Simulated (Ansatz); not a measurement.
Cost and result by functional for the adsorption energy of F on the 1x1 (100) surface of monoclinic HfO2 (cut with top plane 2 O), one in a 1x1 cell, started at the site 'hollow O-O-O', in Ansatz (plane waves, PAW). Single points on the PBE structure, on one kind of machine; costs are rough ratios of the slab run's core time (references not counted) to the cheapest single point. r2SCAN's cost holds its higher cutoff (500 against 420 eV). Differences are taken against r2SCAN for comparison alone: no measured value is at hand, so the table doesn't rank accuracy. The points keep PBE's geometry, so the relaxation of a polaron and the settling of charge on one site are left out.

Host crystal: monoclinic HfO2, with a band gap (PBE, scalar-relativistic without spin-orbit coupling).

Model: 25-atom slab, 9.3 Å thick at the start under the adsorbate (thin: gaps and levels are the slab's own), 4x4x1 mesh, Fermi-Dirac 0.01 eV, dipole correction, 12 atoms held, the rest relaxed; no symmetry held; spin-polarised, ending with about 1.0 μB a cell, a value that depends on the mesh; orders that need a larger cell were not tried, no spin-orbit, no U, no dispersion correction. The slab shows no gap over 0.04 eV on its mesh. At the end it is bonded to Hf. In PBE it is, or lies within 0.03 eV of, the lowest of the starts that converged. These notes are the PBE run's. r2SCAN: The program's check for a lower electronic state was not made. Adsorption energies are against ½ F2(g). A negative adsorption energy means that the adsorbate is more stable on the surface than in its reference.

| functional | relative cost | adsorption energy (eV) | less r2SCAN (eV) |
|---|---|---|---|
| RPBE | 1 | -1.75 | 0.19 |
| r2SCAN | 2 | -1.94 | 0.00 |
| PBE (the relaxed run's value) | – | -1.81 | 0.13 |

The values span 0.19 eV, while the single points' costs differ by a factor of roughly 2. Differences are of unrounded values.

Ansatz is a program for electronic structure.
